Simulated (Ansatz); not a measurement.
Base system: MoS₂ in the 2H-MoS2 type structure (space group P6_3/mmc, No. 194; a = 3.149 Å, c = 12.090 Å; layered, stacked along the Cartesian z axis). Axes: x lies along a and z along c of the hexagonal cell.

(Cell as relaxed with PBE-D3(BJ).)

Levels (all Ansatz, an electronic-structure program, PAW): PBE-D3(BJ) (420 eV, no spin-orbit coupling); r2SCAN+rVV10 (500 eV, scalar-relativistic without spin-orbit coupling).

Each level relaxes its own structure.

```csv
base,PBE-D3(BJ),r2SCAN+rVV10
volume per atom,17.31 Å³,18.07 Å³
lattice parameter a,3.149 Å,3.173 Å
band gap,0.78 eV,1.01 eV
```

One thing is altered: biaxial strain −0.77 %, plane normal [001], relaxed out of plane (Cartesian); in-plane vectors clamped, the third vector and the atoms free.

```tsv
quantity	PBE-D3(BJ)	r2SCAN+rVV10
shift of the gap caused by the change	+0.02 eV	+0.04 eV
volume per atom	17.09 Å³	17.85 Å³
hole mass	0.97 mₑ out of plane, 0.67 mₑ in plane (at Γ)	0.82 mₑ out of plane, 0.76 mₑ in plane (at Γ)
mean in-plane stress (compression positive)	+2.2 GPa	+2.3 GPa
```

PBE-D3(BJ)'s shift of the gap caused by the change lies 0.02 eV below r2SCAN+rVV10's; PBE-D3(BJ)'s volume per atom lies 0.767 Å³ below r2SCAN+rVV10's (4.3 %). Neither level is exact; r2SCAN+rVV10 is the comparison here, not a measurement.

Masses are band curvatures over ±0.01 Å⁻¹ around the edge. No phonon test of stability was made.
